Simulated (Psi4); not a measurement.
Psi4 1.11, PBE/def2-tzvp: Mo(O)(S)(OH)(SH) ([O]=[Mo]([OH])(=[S])[SH]), 7 atoms. The geometry is a generated start, not checked to be a minimum at this level.

- task = energy
- method = pbe
- basis = def2-tzvp
- memory = 3 GB
- maxiter = 100
- keys of the molecule block = symmetry c1
- scf_type = df (default)
- e_convergence = 1e-06 (default)
- d_convergence = 1e-06 (default)
- dft_radial_points = 75 (default)
- dft_spherical_points = 302 (default)
- effective core potentials = those of the basis set, past Kr
- basis functions = 188
- grid points = 152319

```xyz
7

Mo     0.4575    -0.0525     0.0852
O      1.2315    -1.0013    -0.9961
S      1.1847    -0.4376     2.0740
O      0.1883     1.6673    -0.0734
H      0.1361     2.6185    -0.2007
S     -1.6507    -1.0774     0.1415
H     -1.5474    -1.7169    -1.0305
```

Charge 0 and multiplicity 1 are set for this test and not shown to be the ground state.

With the defaults (diis_max_vecs = 10, diis = true, scf_initial_accelerator = adiis, damping_percentage = 0, soscf = false, soscf_start_convergence = 0.01, level_shift = 0, level_shift_cutoff = 0.01, guess = auto, which took SAD, diis_start = 1) it converges in 12 SCF iterations. One run each on 2 threads, with these changes:
- soscf = true, soscf_start_convergence = 0.001
- diis_max_vecs = 6
- guess = modhuckel
- diis_start = 4
- level_shift = 0.5, level_shift_cutoff = 0.001
- damping_percentage = 20
- diis_max_vecs = 3
- diis = false, scf_initial_accelerator = none, damping_percentage = 60
- soscf = true, soscf_start_convergence = 0.1

Which runs fail or end elsewhere than the default run?

No convergence: diis_max_vecs = 3; diis = false, scf_initial_accelerator = none, damping_percentage = 60 (the run ends without SCF convergence in 100 iterations). The rest reach the solution of the defaults.

```json
[
 {"setting": "soscf = true, soscf_start_convergence = 0.001", "SCF iterations": "10", "JK calls": "31", "end": "same solution"},
 {"setting": "the defaults", "SCF iterations": "12", "JK calls": "13", "end": "same solution"},
 {"setting": "level_shift = 0.5, level_shift_cutoff = 0.001", "SCF iterations": "14", "JK calls": "15", "end": "same solution"},
 {"setting": "guess = modhuckel", "SCF iterations": "14", "JK calls": "42", "end": "same solution"},
 {"setting": "diis_max_vecs = 6", "SCF iterations": "16", "JK calls": "17", "end": "same solution"},
 {"setting": "soscf = true, soscf_start_convergence = 0.1", "SCF iterations": "20", "JK calls": "86", "end": "same solution"},
 {"setting": "diis_start = 4", "SCF iterations": "22", "JK calls": "23", "end": "same solution"},
 {"setting": "damping_percentage = 20", "SCF iterations": "25", "JK calls": "26", "end": "same solution"},
 {"setting": "diis_max_vecs = 3", "SCF iterations": "100", "JK calls": "101", "end": "no convergence"},
 {"setting": "diis = false, scf_initial_accelerator = none, damping_percentage = 60", "SCF iterations": "100", "JK calls": "101", "end": "no convergence"}
]
```

An SOSCF iteration holds several JK calls; a Hückel guess adds calls on atoms. 1 further run of the study ended by our limits or in an error and is left out.
